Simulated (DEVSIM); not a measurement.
System: Au/HfO2/SiO2/n-Si capacitor, at 300 K.

| layer (left to right) | material | thickness (nm) | Nd (cm⁻³) |
|---|---|---|---|
| 1 | HfO2 | 9.30 | - |
| 2 | SiO2 | 0.870 | - |
| 3 | Si | 1400 | 1.7e17 |

Metal gate on the left, work function 5.1 eV. Fixed charge at the semiconductor interface 1.5e12 cm⁻² (in units of +e); no interface traps.

This is a model device: material constants are rounded textbook-type values typed into the input, and sizes, dopings and lifetimes were drawn at random. Values at 300 K.

| parameter | HfO2 | SiO2 | Si |
|---|---|---|---|
| gap (eV) | 5.7 | 9 | 1.124 |
| affinity (eV) | 2.5 | 0.9 | 4.05 |
| permittivity | 22 | 3.9 | 11.7 |
| Nc (cm⁻³) | - | - | 2.86e19 |
| Nv (cm⁻³) | - | - | 3.1e19 |

Model (solved in DEVSIM): 1D Poisson equation in equilibrium, Boltzmann statistics, complete ionisation; no quantum confinement or tunnelling. Metal contacts follow the ideal Schottky-Mott rule: no Fermi-level pinning, no interface dipoles.

The fixed charge was swept, all else fixed.

| fixed charge (cm^-2) | flat-band voltage (V) | threshold voltage (band bending 2φF) (V) |
|---|---|---|
| -1.8e12 | 1.13 | 0.11 |
| -1.5e11 | 0.93 | -0.08 |
| 1.5e12 | 0.74 | -0.28 |
| 3.15e12 | 0.55 | -0.47 |
| 4.8e12 | 0.35 | -0.66 |

From the first row to the last the flat-band voltage goes from 1.13 to 0.35. From the first row to the last the threshold voltage (band bending 2φF) goes from 0.11 to -0.66.
